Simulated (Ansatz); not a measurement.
The reference is Re in the hcp (Mg type) structure (space group P6_3/mmc, No. 194; a = 2.758 Å, c = 4.463 Å).

Level of theory: Ansatz (a first-principles code), r2SCAN, PAW, cutoff 500 eV, spin-orbit coupling left out.

Base values:

The volume per atom comes out as 14.70 Å³.

The change: full substitution Re → Mn; the structure is relaxed again.

Tabulated Pauling electronegativity and covalent radius: Re 1.90, 1.51 Å; Mn 1.55, 1.39 Å.

Question: What does the calculation give for the volume per atom after the change?

Answer: The volume per atom falls by 4.29 Å³ (14.70 Å³ → 10.41 Å³).

Whether these cells are dynamically stable was not tested. For Mn in this form, whether it has been made was not checked. Starting moments died away, wholly or in part, for Re → Mn; another magnetic solution may exist. All final runs are without spin polarisation. This is not the structure that Mn has at room temperature and ambient pressure.
